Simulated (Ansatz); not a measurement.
## MoSi2 under a change: pressure 0.9 GPa

The parent structure is MoSi2 (space group I4/mmm, No. 139; a = 3.217 Å, c = 7.873 Å).

One thing is altered: cell and atoms relaxed at a pressure of 0.9 GPa.

The values are results of PBE (Ansatz, a quantum-chemistry and plane-wave program), no spin-orbit coupling, not measurements. Γ-centred 20×20×20 mesh, Fermi–Dirac width 0.05 eV.

Density: 6.23 g/cm³ (base 6.20 g/cm³)
Lattice parameter a: 321.2 pm (base 321.7 pm)
c/a ratio: 2.448 (base 2.447)
Shortest interatomic distance: 259.4 pm (base 259.6 pm)
Enthalpy H = E + PV relative to the base's energy: +0.08 eV/atom
Band gap: zero (base zero)

Final structure:

```
MoSi2
1.0
   -1.60599     1.60599     3.93150
    1.60599    -1.60599     3.93150
    1.60599     1.60599    -3.93150
Si Mo
2 1
Direct
  0.66493   0.66493   0.00000
  0.33507   0.33507   0.00000
  0.00000   0.00000   0.00000
```

Load acts through the strain it causes; cell and atoms are relaxed under it. Stability against distortions was not tested. The final runs are not spin-polarised.
